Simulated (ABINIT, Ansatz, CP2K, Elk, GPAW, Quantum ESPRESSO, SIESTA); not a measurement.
Ge (Fd-3m, 2 atoms in the cell) computed with different codes at matched settings

Self-consistent single point, at a second geometry (lattice scaled by 0.98). First geometry:

```
CELL_PARAMETERS angstrom
      0.00000     2.82012     2.82012
      2.82012     0.00000     2.82012
      2.82012     2.82012     0.00000
ATOMIC_POSITIONS crystal
  Ge 0.50000 0.50000 0.50000
  Ge 0.75000 0.75000 0.75000
```

Shared settings, as Ansatz (an electronic-structure program) writes them: kpoints.mp_grid.grid = 8 8 8; scf.occupations.method = fermi_dirac; scf.occupations.width = 0.1 eV. Potentials and cutoffs stand in the table.

```tsv
code	model	ΔF from the first geometry (meV/atom)	pressure (GPa)	cutoff
Elk	PBE, all-electron FP-LAPW, Elk's shipped species files, APW+lo basis with extra local orbitals	60.8	–	rgkmax 8
Quantum ESPRESSO	PBE, PSlibrary ultrasoft (PBE) pseudopotentials	61.0	10.33	30 Ry
Ansatz	PBE, default PAW files	57.2	9.81	420 eV
SIESTA	GGA PBE, numerical atomic orbitals DZP, PseudoDojo PBE standard norm-conserving potentials (rewritten from UPF to PSML)	67.5	11.01	grid 400 Ry
CP2K	PBE, GPW, DZVP-MOLOPT-PBE-GTH basis, GTH-PBE potentials (POTENTIAL_UZH)	62.0	10.47	grid 400 Ry
ABINIT	PBE, PAW (JTH v2.0 PBE PAW)	58.6	9.19	571 eV
GPAW	PBE, GPAW PAW datasets PBE (gpaw-data 1.0.1)	60.8	10.36	550 eV
```

For ABINIT (by 0.8 GPa) the energy change implies a higher mean pressure, against the two pressures, than for the other programs: a sign of finite-basis (Pulay) stress.

A dash marks a value that a program does not give, or that is left out as unsure.

The spread over the programs that give each value: ΔF from the first geometry within 10.3 meV/atom; pressure within 1.82 GPa.

SIESTA and CP2K use small atom-centred bases, whose incompleteness enters pressures, forces and empty levels differently from a plane-wave cutoff. Elk treats all electrons, but the usual bases taken here (sphere radii, linearisation, local orbitals, empty states) were not tested for convergence, so the values are no reference for the others. Ansatz's pressure is given at a fixed set of plane waves, as the other plane-wave codes print theirs.

The starting cell comes from a database of computed structures (which also holds hypothetical and non-ambient phases and stackings), without a prior relaxation at this level. Its lattice was rescaled by a random factor within 2.5 % of one. For this run, on top of that: lattice scaled by 0.98.

Left out of this page: FLEUR (with a known weakness of the program).

Keys are those of Ansatz 0.2.
